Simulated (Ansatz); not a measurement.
# Au, response to strain

The parent structure is Au in the fcc (Cu type) structure (space group Fm-3m, No. 225; relaxed with 0.1 eV smearing).

```
Au
1.0
    0.00000     2.06226     2.06226
    2.06226     0.00000     2.06226
    2.06226     2.06226     0.00000
Au
1
Direct
  0.00000   0.00000   0.00000
```

Strains are applied to the cell and any free atomic positions relax.

Level of theory: r2SCAN (Ansatz, a quantum-chemistry and plane-wave program, PAW, spin-orbit coupling left out).

```tsv
isotropic strain (%)	pressure (GPa)
0	0.0
0.5	-2.2
1	-4.2
1.5	-6.0
2	?
2.5	-9.1
3	-10.4
```

**Question.** Fit P = P₀ − Bδ + Cδ² with δ = (1 + ε)³ − 1 to the rows shown and predict the withheld row.

**Answer.** Least squares on the printed values gives P₀ = 0.0 GPa, B = 150 GPa, C = 413 GPa (largest residual 0.0 GPa); this predicts -7.7 GPa, and the run gives -7.6 GPa, in agreement.

No phonon test of stability was made.
